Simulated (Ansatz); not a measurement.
ZnS: energy against strain

ZnS (zinc blende, F-43m, 18.576 Å³/atom at rest) under an equal strain ε in the (001) plane with the normal axis free, as in a coherent film. LDA in Ansatz, a plane-wave DFT program (PAW, default set), 420 eV, 11×11×11 Γ-centred mesh, Fermi-Dirac smearing 0.05 eV; ions are relaxed within the symmetry of each cell.

Here s stands for strain and y for E less E0.

```
strain (%)  E less E0 (meV/atom)
----------  --------------------
-3.00                          ?
-1.50                       2.71
-1.00                       1.19
-0.50                       0.29
0.00                        0.00
0.50                        0.29
1.00                        1.15
1.50                        2.55
```

The 7 complete rows are fitted with a parabola, y against s. Least squares gives y = -0.001 - 0.0400·s + 1.1695·s². Residuals (row less fit): 0.020, -0.019, -0.021, 0.001, 0.019, 0.021, -0.020; standard error 0.025 (degrees of freedom: 4). Twice the quadratic coefficient over the volume, 2 × 1.1695 meV × 10⁴ × 0.1602 / 18.576 Å³, is twice the biaxial elastic modulus of this plane = 202 ± 1.8 GPa.

**Question.** What does the fit predict for y at s = -3.00, and how far is the calculated value from it?

**Answer.** y = -0.001 - 0.0400 × (-3.0) + 1.1695 × (-3.0)² = 10.644 meV/atom. The calculation gives 11.19 meV/atom, 0.546 meV/atom above the prediction (4.9 % of the range of y in the table). The row lies outside the fitted rows, so this is an extrapolation. From the scatter of the fitted rows alone, a prediction at this place has a standard error of 0.094 meV/atom, so the miss is 5.8 times that.

One order more, fitted to all 13 runs of the series, follows each within 0.01, so the miss is the next term of a smooth law. Rows are the converged runs of the series near zero and its far end; series whose fitted rows scatter by over a few per cent of the range, as at a crossing or softening among them, aren't shown in this form. Most that stay on the fit to the last digits aren't either.
